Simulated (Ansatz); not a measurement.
The parent structure is Ta$_{2}$O$_{5}$ (space group Pmmn, No. 59; a = 3.838 Å, b = 12.993 Å, c = 3.869 Å; a cell from a computed database, its experimental status unchecked). Axes: x, y, z lie along a, b, c of the conventional cell.

All numbers come from PBEsol (Ansatz, a first-principles code, PAW, no SOC).

The change: uniaxial strain ε_xx = +0.65 %, all other strain components held at zero, atoms relaxed at fixed cell.

Predict the stress tensor and what it implies for the stiffness.

Stress of the strained cell less that of the base (GPa, compression positive):
```
  -2.33    0.00    0.00
   0.00   -1.22    0.00
   0.00    0.00   -0.67
```

Then −Δσ_ii/ε with ε = 0.0065 gives relaxed-ion elastic constants: C11 ≈ 358 GPa, C12 ≈ 188 GPa and C13 ≈ 104 GPa.

Whether these cells are dynamically stable was not tested.
